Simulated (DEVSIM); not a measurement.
Structure: Schottky contact on n-type ZnO, at 300 K.

Layer 1 from the left is ZnO, thickness (μm) 7.30, Nd (cm⁻³) 1.5e17, τn (s) 9e-8, τp (s) 9e-8.

Left contact: Schottky, work function 5.87 eV, emission velocity 1.8e6 cm/s. Right contact: ohmic. Voltage is applied to the left contact. Recombination: SRH at mid-gap, radiative. Mobility is μmin + (μ − μmin)/(1 + (N/Nref)^α).

Constants are typed, rounded textbook-type inputs, not results; the design itself was drawn at random and stands for no fabricated device. Values at 300 K.

ZnO: gap (eV) 3.37, affinity (eV) 4.5, permittivity 8.7, Nc (cm⁻³) 3.7e18, Nv (cm⁻³) 1.8e19, μn (cm²/Vs) 200, μp (cm²/Vs) 20, μn,min 20, μp,min 2, Nref,n 1e18, Nref,p 1e18, αn 0.6, αp 0.6, B (cm³/s) 1e-10.

Model (solved in DEVSIM): 1D drift-diffusion, Boltzmann statistics, complete ionisation; no tunnelling, impact ionisation, image-force lowering or self-heating. Metal contacts follow the ideal Schottky-Mott rule: no Fermi-level pinning, no interface dipoles.

Dark forward current:

```csv
|V| (V),|J| (A/cm²)
0.25,1.560e-13
0.30,1.078e-12
0.35,7.450e-12
0.40,5.146e-11
0.45,3.555e-10
0.50,2.455e-9
0.55,1.695e-8
0.60,1.170e-7
0.65,8.077e-7
0.70,5.573e-6
0.75,3.844e-5
0.80,0.0002650
0.85,0.001825
0.90,0.01256
0.95,0.08632
1.00,0.5900
1.05,3.936
1.10,23.20
1.15,93.18
1.20,228.9
1.25,407.8
1.30,610.2
1.35,826.2
1.40,1051
1.45,1281
1.50,1515
```

Question: Work out the local ideality factor n = ΔV / (kT/q · ln(J2/J1)) between the rows 0.25 and 0.30 V, 0.30 and 0.35 V, 1.45 and 1.50 V.

Answer: kT/q = 25.85 mV. From 0.25 to 0.30 V: ln(1.078e-12/1.560e-13) = 1.933, n = 1.00, near the 1 of diffusion or emission over a barrier. From 0.30 to 0.35 V: ln(7.450e-12/1.078e-12) = 1.933, n = 1.00, near the 1 of diffusion or emission over a barrier. From 1.45 to 1.50 V: ln(1515/1281) = 0.168, n = 11.53; the layers' resistance at their doping, Σ W/(qμN) = 0.00019 Ω cm², would take 45 mV of this step of 50 mV.

Question: Estimate the current at 0.65 V for emission alone, J0 = q v N_band exp(−φB/kT), and read the barrier back from the simulated current.

Answer: φB = 1.370 eV, N_band = 3.70e18 cm⁻³, J0 = 1.03e-17 A/cm²; J = J0 (exp(qV/kT) − 1) = 8.55e-7 A/cm². The simulation gives 8.08e-7 A/cm²; the estimate lies 5.8 % above. Read backwards, the simulated current gives an apparent barrier of 1.371 eV. The estimate leaves out transport through the depletion region and minority injection.
